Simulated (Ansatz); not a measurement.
The reference is BAs in the zinc blende structure (space group F-43m, No. 216; a = 4.768 Å). Axes: x, y, z lie along the cube axes.

Computed with Kohn–Sham DFT with the PBEsol functional, run in Ansatz (a first-principles code) with PAW and 420 eV plane waves, no spin-orbit coupling.

Strains are applied to the cell and any free atomic positions relax; under biaxial strain the out-of-plane vector relaxes too.

One change was made to it. Results:

```json
[
 {"quantity": "valence-band top at Γ (three highest levels, from the VBM)", "base": "0.00, 0.00, 0.00 eV", "after": "0.00, -0.08, -0.08 eV"},
 {"quantity": "volume per atom", "base": "13.55 Å³", "after": "13.75 Å³"}
]
```

Problem. Which of these changes matches the shifts?
A) biaxial strain +2.08 %, plane normal [111], relaxed out of plane
B) biaxial strain −0.83 %, plane normal [111], relaxed out of plane
C) biaxial strain +1.67 %, plane normal [111], relaxed out of plane
D) biaxial strain +0.42 %, plane normal [111], relaxed out of plane
E) biaxial strain +0.83 %, plane normal [111], relaxed out of plane

Solution. E, biaxial strain +0.83 %, plane normal [111], relaxed out of plane. For comparison, the valence-band top at Γ in the other runs: biaxial strain +2.08 %, plane normal [111], relaxed out of plane gives 0.00, -0.17, -0.17 eV; biaxial strain +1.67 %, plane normal [111], relaxed out of plane gives 0.00, -0.15, -0.15 eV; biaxial strain +0.42 %, plane normal [111], relaxed out of plane gives 0.00, -0.04, -0.04 eV; biaxial strain −0.83 %, plane normal [111], relaxed out of plane gives 0.00, 0.00, -0.09 eV.

The levels and masses belong to the bands next to the band gap. Whether these cells are dynamically stable was not tested.
